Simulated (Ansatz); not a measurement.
Where the default PAW files enter, the runs use the earlier of Ansatz's two default sets.

Crystal: BaS (Fm-3m, rock salt, not sure to be the ambient phase, 2 atoms a cell, 33.6 Å³ an atom); both levels run on this one cell.

Complex bands along the normal of (111) by Ansatz (plane waves, PAW, no spin-orbit coupling). r2SCAN gives a gap of 2.60 eV and a slowest mid-gap decay of 0.282 1/Å.

Task: What does PBE give on the same cell, and what does that do to the current through 2 nm?

Result: Gap 2.25 eV, κ = 0.255 1/Å. The mid-gap transmission through 2 nm changes by exp(2 × 20 × (0.282 − 0.255)) = a factor of 2.9 against r2SCAN.

Ansatz is an electronic-structure program.
